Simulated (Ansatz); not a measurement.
# WOF$_{4}$ (space group I4, No. 79; a cell from a computed database, its experimental status unchecked; made of chains)

```cif
data_F4OW
_chemical_formula_sum 'W1 O1 F4'
_space_group_name_H-M_alt 'P 1'
_space_group_IT_number 1
_cell_length_a 5.46479
_cell_length_b 5.46479
_cell_length_c 5.46479
_cell_angle_alpha 97.446
_cell_angle_beta 97.446
_cell_angle_gamma 137.802
loop_
_space_group_symop_operation_xyz
  'x, y, z'
loop_
_atom_site_label
_atom_site_type_symbol
_atom_site_fract_x
_atom_site_fract_y
_atom_site_fract_z
_atom_site_occupancy
W1 W 0.00017 0.00017 0.00000 1
O1 O 0.55944 0.55944 0.00000 1
F1 F 0.31526 0.99553 0.16013 1
F2 F 0.15513 0.31526 0.31973 1
F3 F 0.83540 0.15513 0.83987 1
F4 F 0.99553 0.83540 0.68027 1
```

Level of theory: PBEsol, PAW, 420 eV (Ansatz, a first-principles code; no SOC). k-mesh 10×10×10 (Γ-centred); smearing 0.05 eV (Fermi–Dirac).

```json
{
 "volume_per_atom": "17.05 Å³",
 "density": "4.48 g/cm³",
 "band_gap": "4.70 eV (uncertain: the edges found on the path are not clean extrema)",
 "total_energy": "-2336.865 eV/atom (σ→0; compares only within this code and set-up)"
}
```

With W present, leaving out spin-orbit coupling can change the band edges. Whether these cells are dynamically stable was not tested. No dispersion term is included in the PBEsol runs.
